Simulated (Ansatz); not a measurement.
Functionals compared on the (11-23) surface of hcp Tl in its 1x1 cell, outermost plane spacing 0.65 Å in the ideal cut, in Ansatz (plane waves, PAW). The structure was relaxed with PBE; the other rows are single points on it, each with its references at the same level. Cutoff 420 eV (500 eV for r2SCAN).

Slab: 17 atoms, 10.4 Å thick at the start (thin: gaps and levels are the slab's own); k 7x5x1, smearing 0.1 eV, dipole-corrected; all atoms relaxed; no symmetry held; no spin, no spin-orbit, no U. These notes are the PBE run's.

```
functional  surface energy (J/m²)  work function of the top face (eV)   rough cost of the single point
----------  ---------------------  ----------------------------------  -------------------------------
PBE                          0.30                                3.50                                –
LDA                          0.47                                3.83  around 100 core-seconds (rough)
PBEsol                        ___                                 ___    very roughly 110 core-seconds
RPBE                         0.20                                3.35  around 2.2 core-minutes (rough)
r2SCAN                       0.38                                3.52           roughly 4 core-minutes
```

Question: Complete the blanks.

Answer: 
- PBEsol, surface energy (J/m²): 0.41
- PBEsol, work function of the top face (eV): 3.59

Ansatz is a program for electronic structure.
